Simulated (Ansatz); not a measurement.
Band structure of Y (P6_3/mmc, 2 atoms in the cell).

```
Y
1.0
    1.82500    -3.16099     0.00000
    1.82500     3.16099     0.00000
    0.00000     0.00000     5.73000
Y
2
Cartesian
  1.82500   1.05366   1.43250
  1.82500  -1.05366   4.29750
```

Method of the run: PBE (plane waves, PAW; Ansatz, a quantum-chemistry and plane-wave program).

Settings: basis.ecutwfc = 30.9 Ry; kpoints.mp_grid.grid = 10 10 6; hamiltonian.xc = pbe; hamiltonian.pseudopotentials = {kind: paw} (the program's default PAW files); scf.occupations.method = fermi_dirac; scf.occupations.width = 0.0073 Ry; kpoints.band_path.npoints = 8.

The starting cell has typed, rounded lattice constants, without a prior relaxation at this level.

Levels in eV from the Fermi level, bands 7 to 14:
```json
[
 {"point": "Γ", "7": "-22.39", "8": "-22.36", "9": "-4.64", "10": "-1.83", "11": "0.86", "12": "1.75", "13": "1.75", "14": "2.04"},
 {"point": "M", "7": "-22.51", "8": "-22.45", "9": "-1.65", "10": "-1.17", "11": "-0.80", "12": "-0.11", "13": "1.38", "14": "1.47"},
 {"point": "K", "7": "-22.60", "8": "-22.59", "9": "-0.68", "10": "-0.65", "11": "-0.65", "12": "-0.44", "13": "1.07", "14": "1.07"},
 {"point": "A", "7": "-22.43", "8": "-22.43", "9": "-3.22", "10": "-3.22", "11": "0.95", "12": "0.95", "13": "1.67", "14": "1.67"},
 {"point": "L", "7": "-22.51", "8": "-22.51", "9": "-1.63", "10": "-1.63", "11": "0.07", "12": "0.07", "13": "1.37", "14": "1.37"},
 {"point": "H", "7": "-22.46", "8": "-22.46", "9": "-0.38", "10": "-0.38", "11": "-0.36", "12": "-0.36", "13": "0.40", "14": "0.40"}
]
```

Bands cross the Fermi level along this path, so the cell is metallic at this level.

Keys are those of Ansatz 0.2.
